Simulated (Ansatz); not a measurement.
**ScAl3: response to strain**

The parent structure is ScAl3 in the Cu3Au type structure (space group Pm-3m, No. 221; a = 4.033 Å; relaxed with 0.1 eV smearing).

Strains are applied to the cell and any free atomic positions relax.

Level of theory: plane-wave PAW DFT at the LDA level (Ansatz, a program for electronic structure, 420 eV), no spin-orbit coupling.

```json
[
 {"isotropic strain (%)": "0", "pressure (GPa)": "0.0"},
 {"isotropic strain (%)": "0.6", "pressure (GPa)": "-1.7"},
 {"isotropic strain (%)": "1.2", "pressure (GPa)": "-3.2"},
 {"isotropic strain (%)": "1.8", "pressure (GPa)": "-4.6"},
 {"isotropic strain (%)": "2.4", "pressure (GPa)": "?"},
 {"isotropic strain (%)": "3", "pressure (GPa)": "-7.1"}
]
```

### Question
Fit P = P₀ − Bδ + Cδ² with δ = (1 + ε)³ − 1 to the rows shown and predict the withheld row.

### Answer
Least squares on the printed values gives P₀ = 0.0 GPa, B = 94.5 GPa, C = 196 GPa (largest residual 0.0 GPa); this predicts -5.9 GPa, and the run gives -5.9 GPa, in agreement.

Whether these cells are dynamically stable was not tested. The final runs are not spin-polarised.
